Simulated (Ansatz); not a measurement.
# Y: energy against strain

Y (hcp, P6_3/mmc, 31.383 Å³/atom at rest, c along z) under a strain ε along c (axis z), the other axes held. PBEsol in Ansatz, a plane-wave DFT program (PAW, default set), 420 eV, 18×18×11 Γ-centred mesh, Fermi-Dirac smearing 0.10 eV; ions are relaxed within the symmetry of each cell.

Here s stands for strain and y for E less E0.

| strain (%) | E less E0 (meV/atom) |
|---|---|
| -1.50 | 1.01 |
| -1.00 | 0.25 |
| -0.50 | -0.08 |
| 0.00 | 0.00 |
| 0.50 | 0.49 |
| 1.00 | 1.37 |
| 1.50 | 2.63 |
| 3.00 | ? |

Fit y of the 7 rows that show it with a parabola. Least squares gives y = 0.002 + 0.5479·s + 0.8081·s². Residuals (row less fit): 0.012, -0.012, -0.010, -0.002, 0.012, 0.012, -0.012; standard error 0.014 (degrees of freedom: 4). Twice the quadratic coefficient over the volume, 2 × 0.8081 meV × 10⁴ × 0.1602 / 31.383 Å³, is the elastic constant C33 = 83 ± 0.6 GPa.

Q: Estimate the missing y (s = 3.00); what did the run itself give?

A: y = 0.002 + 0.5479 × 3.0 + 0.8081 × 3.0² = 8.919 meV/atom. The calculation gives 8.63 meV/atom, 0.289 meV/atom below the prediction (3.3 % of the range of y in the table). The row lies outside the fitted rows, so this is an extrapolation. From the scatter of the fitted rows alone, a prediction at this place has a standard error of 0.055 meV/atom, so the miss is 5.3 times that.

One order more, fitted to all 13 runs of the series, follows each within 0.01, so the miss is the next term of a smooth law. In a metal these values are sensitive to mesh and smearing; energies are taken to zero smearing, stresses follow the free energy. Rows are the converged runs of the series near zero and its far end; series whose fitted rows scatter by over a few per cent of the range, as at a crossing or softening among them, aren't shown in this form. Most that stay on the fit to the last digits aren't either.
